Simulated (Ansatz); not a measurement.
The reference is BN in the h-BN type structure (space group P6_3/mmc, No. 194; a = 2.500 Å, c = 6.525 Å; layered, stacked along the Cartesian z axis). Axes: x lies along a and z along c of the hexagonal cell.

Computed with r2SCAN+rVV10 in Ansatz (plane waves to 500 eV, PAW, no SOC), earlier PAW set.

For the base:

```
Property    Result
--------  --------
Pressure  0.00 GPa
Band gap   4.74 eV
```

The change: the cell is compressed by 0.88 % along x with no lateral relaxation, atoms relaxed at fixed cell.

Task: Estimate the effect on the energy relative to the base.

Result: The energy rises by 2.0 meV/atom.

Task: What happens to the pressure?

Result: The pressure (mean of the normal stresses, compression positive) goes from zero to 3.41 GPa.

Task: Predict the new band gap.

Result: The band gap decreases by 0.02 eV (4.74 eV → 4.72 eV).

The cells carry an imposed strain or load. Semilocal Kohn–Sham gaps tend to fall short of experiment. No phonon test of stability was made.

Ansatz is an electronic-structure program.
